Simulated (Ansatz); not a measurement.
N on the 1x1 (110) surface of bcc Mo, one in a 2x2 cell: adsorption energies (eV for each) against ½ N2(g) in Ansatz (plane waves, PAW). Structures relaxed with PBE; the other functionals are single points on them, with slab and gas at the same level. No dispersion, zero-point or thermal terms. Rows are starts at which the adsorbate stayed.

Model: 17-atom slab, 6.5 Å thick at the start under the adsorbate (thin: gaps and levels are the slab's own), 6x6x1 mesh, Fermi-Dirac 0.1 eV, dipole correction, 8 atoms held, the rest relaxed; each run with such symmetry as its start has; spin where the adsorbate may keep a moment, no spin-orbit, no U, no dispersion correction.

| site | PBE | RPBE | r2SCAN |
|---|---|---|---|
| top Mo | 0.50 | 0.58 | 0.46 |
| hollow Mo-Mo-Mo | -1.79 | -1.55 | -2.04 |
| bridge Mo-Mo (span 2.7 Å) | -0.92 | -0.72 | -1.09 |
| bridge Mo-Mo (span 3.2 Å) | -1.77 | -1.53 | -2.03 |

RPBE moves the energies by 0.19 eV on average against PBE and puts 'hollow Mo-Mo-Mo' lowest, as PBE does. r2SCAN moves the energies by -0.18 eV on average against PBE and the two lowest sites lie within 0.02 eV at one of the levels.

Ansatz is an electronic-structure program.
